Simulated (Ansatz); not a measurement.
HgTe, response to strain

The reference is HgTe in the zinc blende structure (space group F-43m, No. 216; a = 6.651 Å).

Strains are applied to the cell and any free atomic positions relax.

Method: PBE in Ansatz (plane waves to 420 eV, PAW, scalar-relativistic without spin-orbit coupling).

Candidates:
(a) isotropic strain −2.50 %
(b) isotropic strain −1.50 %
(c) isotropic strain +2.50 %
(d) isotropic strain +0.50 %

Notes on the quantities. energy relative to the base: free energy F.

### Question
Order them by energy relative to the base, highest first.

### Answer
(a) isotropic strain −2.50 % (+25 meV/atom), (c) isotropic strain +2.50 % (+20 meV/atom), (b) isotropic strain −1.50 % (+8.5 meV/atom), (d) isotropic strain +0.50 % (+0.9 meV/atom)

No phonon test of stability was made. All final runs are without spin polarisation.

Ansatz is a quantum-chemistry and plane-wave program.
